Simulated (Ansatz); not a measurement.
Start from Mo in the bcc (W type) structure (space group Im-3m, No. 229).

```yaml
crystal:
  lattice:
    - [-1.57530, 1.57530, 1.57530]
    - [1.57530, -1.57530, 1.57530]
    - [1.57530, 1.57530, -1.57530]
  atoms:
    - { symbol: Mo, position: [0.00000, 0.00000, 0.00000] }
```

Computed with r2SCAN/PAW in Ansatz (a first-principles code), no SOC.

For the base:

```
Property              Result
-------------------  -------
Lattice parameter a  3.151 Å
```

One thing is altered: a negative pressure, −2 GPa.

### Question
Estimate the effect on the lattice parameter a.

### Answer
The lattice parameter a goes up by 0.008 Å to 3.159 Å.

Load acts through the strain it causes; cell and atoms are relaxed under it. Stability against distortions was not tested. All final runs are without spin polarisation.
